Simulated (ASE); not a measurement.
Pair distribution function (As-B) of BAs (zinc blende), cell B32As32, begun in the crystal structure [in the run: it stayed crystalline; mean temperature 307 K (target 300 K); density 4.99 g/cm³, volume +4 % from the start crystal's], from MD at 307 K. All values below come from ASE with the machine-learned potential CHGNet 0.3.0. Volume per atom 14.26 Å³, mean pressure -0.2 GPa. 

(r (Å), g(r)): (1.30, 0.00); (1.34, 0.00); (1.38, 0.00); (1.42, 0.00); (1.46, 0.00); (1.50, 0.00); (1.54, 0.00); (1.58, 0.00); (1.62, 0.00); (1.66, 0.00); (1.70, 0.00); (1.74, 0.00); (1.78, 0.00); (1.82, 0.00); (1.86, 0.00); (1.90, 0.01); (1.94, 0.24); (1.98, 1.88); (2.02, 6.52); (2.06, 11.5); (2.10, 12.7); (2.14, 9.29); (2.18, 5.52); (2.22, 2.54); (2.26, 0.87); (2.30, 0.25); (2.34, 0.07); (2.38, 0.01); (2.42, 0.00); (2.46, 0.00); (2.50, 0.00); (2.54, 0.00); (2.58, 0.00); (2.62, 0.00); (2.66, 0.00); (2.70, 0.00); (2.74, 0.00); (2.78, 0.00); (2.82, 0.00); (2.86, 0.00); (2.90, 0.00); (2.94, 0.00); (2.98, 0.00); (3.02, 0.00); (3.06, 0.00); (3.10, 0.00); (3.14, 0.00); (3.18, 0.00); (3.22, 0.00); (3.26, 0.00); (3.30, 0.00); (3.34, 0.00); (3.38, 0.00); (3.42, 0.00); (3.46, 0.00); (3.50, 0.00); (3.54, 0.00); (3.58, 0.01); (3.62, 0.01); (3.66, 0.05); (3.70, 0.11); (3.74, 0.28); (3.78, 0.66); (3.82, 1.29); (3.86, 2.23); (3.90, 3.40); (3.94, 4.62); (3.98, 5.62); (4.02, 5.89); (4.06, 5.50); (4.10, 4.60); (4.14, 3.41); (4.18, 2.26); (4.22, 1.24); (4.26, 0.60); (4.30, 0.24); (4.34, 0.08); (4.38, 0.04); (4.42, 0.01); (4.46, 0.00); (4.50, 0.00); (4.54, 0.00); (4.58, 0.00); (4.62, 0.00); (4.66, 0.00); (4.70, 0.00); (4.74, 0.00); (4.78, 0.00); (4.82, 0.00)

### Question
Read off where the first shell ends and the number of neighbours in it.

### Answer
g is nil from 2.4 to 3.6 Å, so any cut there serves; 4.0 B round each As and 4.0 As round each B in the shell, from n = 4πρ∫r²g(r)dr.
